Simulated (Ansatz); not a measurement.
Consider interstitial B in bcc W, neutral cell. Method: PBE, PAW (plane waves to 420 eV; Ansatz, a quantum-chemistry and plane-wave program).

Cell of 36 host sites held at the relaxed PBE lattice; a 2×2×3 k-point mesh shifted by half a step; Fermi-Dirac width 0.10 eV, spin-restricted; finite-size errors left in. Static, classical nuclei. Spin-orbit coupling is left out. Sites that were not tried may lie lower.

Barriers: single points on a 3×3×5 k-point mesh shifted by half a step at the bands' geometries.

The step: a concerted move, in which B travels most; the atom moves 1.59 Å along (0.00, 0.00, -0.50) of the unit cell; the moving atom starts with neighbours 2 W at 1.98, 4 W at 2.22 Å and ends with 2 W at 1.98, 4 W at 2.22 Å.

Q: Predict the migration barrier of this step from PBE, PAW.

A: 1.64 eV, the same both ways. At the saddle the moving atom has neighbours 4 W at 2.04 Å. The saddle point's order was not checked, and it lies on a symmetry element of the cell, where a band can be held.
